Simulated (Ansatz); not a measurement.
Base system: Fe in the bcc (W type) structure (space group Im-3m, No. 229; a = 2.787 Å; ferromagnetic; relaxed with 0.1 eV smearing). Axes: x, y, z lie along the cube axes.

Level of theory: PBEsol (Ansatz, a quantum-chemistry and plane-wave program, PAW, without spin-orbit coupling).

Strains are applied to the cell and any free atomic positions relax; under biaxial strain the out-of-plane vector relaxes too.

One change was made to it. Results:

```json
[
 {"quantity": "shortest interatomic distance", "base": "241.4 pm", "after": "241.6 pm"},
 {"quantity": "pressure (mean of the normal stresses, compression positive)", "base": "0.0 GPa", "after": "-0.5 GPa"}
]
```

**Question.** What was done to the base?
A) uniaxial strain ε_xx = +0.83 %
B) biaxial strain +0.24 %, plane normal [001], relaxed out of plane
C) isotropic strain +0.48 %
D) isotropic strain −2.99 %

**Answer.** B, biaxial strain +0.24 %, plane normal [001], relaxed out of plane. For comparison, the pressure in the other runs: isotropic strain −2.99 % gives 25.2 GPa; uniaxial strain ε_xx = +0.83 % gives -1.8 GPa; isotropic strain +0.48 % gives -3.1 GPa.

Other magnetic orders, which the real material may have, were not ruled out. No phonon test of stability was made. The base started in Fmmm and relaxed to Im-3m at this level.
